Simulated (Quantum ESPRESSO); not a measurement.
A self-consistent single point of CaNiN (P4_2/mmc, 6 atoms in the cell) with Quantum ESPRESSO.

Computed with PBEsol+U, PseudoDojo standard norm-conserving (PBESOL) pseudopotentials (plane waves; Quantum ESPRESSO).

```yaml
crystal:
  lattice:
    - [3.53658, 0.00000, 0.00000]
    - [0.00000, 3.53658, 0.00000]
    - [0.00000, 0.00000, 7.04670]
  atoms:
    - { symbol: Ca, position: [0.00000, 0.00000, 0.75000] }
    - { symbol: Ca, position: [0.00000, 0.00000, 0.25000] }
    - { symbol: Ni, position: [0.50000, 0.50000, 0.00000], spin: 2.0 }
    - { symbol: Ni, position: [0.50000, 0.50000, 0.50000], spin: 2.0 }
    - { symbol: N, position: [0.50000, 0.00000, 0.50000] }
    - { symbol: N, position: [0.00000, 0.50000, 0.00000] }
```
(The spins are starting values, not results.)

Reference input (self-consistent single point, DFT, PBEsol, plane waves, PseudoDojo standard norm-conserving (PBESOL) pseudopotentials): ecutwfc = 100 Ry; occupations = smearing; smearing = gauss; degauss = 0.0099958 Ry; nspin = 2; potentials = {Ca: Ca.upf, Ni: Ni.upf, N: N.upf}; K_POINTS = automatic 6 6 3 0 0 0; conv_thr = 1e-10 Ry; mixing_beta = 0.4. This run's input differs from it in these lines:

```diff
@@ -38,2 +38,4 @@
 6 6 3  0 0 0
+HUBBARD {atomic}
+U Ni-3d 3
```

Output (repeated stretches shortened):

```
     Self-consistent Calculation

     iteration #  1     ecut=   100.00 Ry     beta= 0.40

     =================== HUBBARD OCCUPATIONS ===================
     ------------------------ ATOM    3 ------------------------
     Tr[ns(  3)] (up, down, total) =   4.89976  4.13660  9.03636
     Atomic magnetic moment for atom   3 =   0.76316
     SPIN  1
     eigenvalues:
       0.922  0.993  0.994  0.994  0.996
     SPIN  2
     eigenvalues:
       0.689  0.707  0.792  0.965  0.983
     ------------------------ ATOM    4 ------------------------
     Tr[ns(  4)] (up, down, total) =   4.89976  4.13660  9.03636
   [... lines left out ...]
     estimated scf accuracy    <          1.6E-10 Ry

     total magnetization       =     0.65 Bohr mag/cell
     absolute magnetization    =     0.77 Bohr mag/cell

     iteration # 32     ecut=   100.00 Ry     beta= 0.40

     Magnetic moment per site  (integrated on atomic sphere of radius R)
     atom   1 (R=0.291)  charge=  7.8627  magn=  0.0013
     atom   2 (R=0.291)  charge=  7.8627  magn=  0.0013
     atom   3 (R=0.206)  charge= 14.8993  magn=  0.2205
     atom   4 (R=0.206)  charge= 14.8993  magn=  0.2205
     atom   5 (R=0.206)  charge=  3.6360  magn=  0.0822
     atom   6 (R=0.206)  charge=  3.6360  magn=  0.0822
     End of self-consistent calculation

     =================== HUBBARD OCCUPATIONS ===================
     ------------------------ ATOM    3 ------------------------
     Tr[ns(  3)] (up, down, total) =   4.63540  4.44785  9.08326
     Atomic magnetic moment for atom   3 =   0.18755
     SPIN  1
     eigenvalues:
       0.859  0.908  0.915  0.976  0.978
     SPIN  2
     eigenvalues:
       0.808  0.843  0.849  0.972  0.975
     ------------------------ ATOM    4 ------------------------
     Tr[ns(  4)] (up, down, total) =   4.63540  4.44785  9.08326
     Atomic magnetic moment for atom   4 =   0.18755
     SPIN  1
     eigenvalues:
       0.859  0.908  0.915  0.976  0.978
     SPIN  2
     eigenvalues:
       0.808  0.843  0.849  0.972  0.975

     Number of occupied Hubbard levels =   18.1665

   [... lines left out ...]
     the Fermi energy is    10.5129 ev
!    total energy              =    -866.66394507 Ry
     total magnetization       =     0.65 Bohr mag/cell
     absolute magnetization    =     0.77 Bohr mag/cell
   [... lines left out ...]
   [... zero for the other atoms too ...]

     Total force =     0.000000     Total SCF correction =     0.000000

          total   stress  (Ry/bohr**3)                   (kbar)     P=      -29.65
  -0.00021235   0.00000000   0.00000000          -31.24        0.00        0.00
   0.00000000  -0.00021235   0.00000000            0.00      -31.24        0.00
   0.00000000   0.00000000  -0.00018005            0.00        0.00      -26.49

   JOB DONE.
```

The run converged in 32 iterations. Against the reference run the pressure goes from -2.65 to -2.97 GPa and the size of the net moment goes from 0.08 to 0.11 μB/atom.

The starting cell comes from a database of computed structures (which also holds hypothetical and non-ambient phases and stackings), without a prior relaxation at this level. The moments shrank to a small part of their start, a low-spin state that need not be the lowest.

Cost on one core of a shared machine: roughly 8 min.
